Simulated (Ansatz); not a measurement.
Seebeck coefficient (μV/K, mean over directions) of n-type ZnSe (F-43m) against carrier density, Ansatz (an electronic-structure program) with r2SCAN with spin-orbit coupling, rigid bands. Computed gap 1.75 eV; densities at which minority carriers matter at this gap, or further valleys turn the trend, are left out. Conductivity mass 0.133 mₑ (harmonic mean over directions), N_c = 1.2e18 cm⁻³ at 300 K.

```json
[
 {"electron density": "1e16 cm⁻³", "300 K": "-623", "500 K": "-692"},
 {"electron density": "1e17 cm⁻³", "300 K": "…", "500 K": "-493"},
 {"electron density": "1e18 cm⁻³", "300 K": "-233", "500 K": "-298"},
 {"electron density": "3e18 cm⁻³", "300 K": "…", "500 K": "-210"},
 {"electron density": "1e19 cm⁻³", "300 K": "-81", "500 K": "-126"},
 {"electron density": "3e19 cm⁻³", "300 K": "-43", "500 K": "…"},
 {"electron density": "1e20 cm⁻³", "300 K": "-22", "500 K": "-37"},
 {"electron density": "3e20 cm⁻³", "300 K": "-13", "500 K": "-22"}
]
```

Q: What belongs in the gaps?

A: 
- 1e17 cm⁻³, 300 K: -425
- 3e18 cm⁻³, 300 K: -151
- 3e19 cm⁻³, 500 K: -71

Rigid bands with a gap fixed in temperature, one relaxation time for all states, no polarons or phonon drag, and whether or not such doping can be reached.
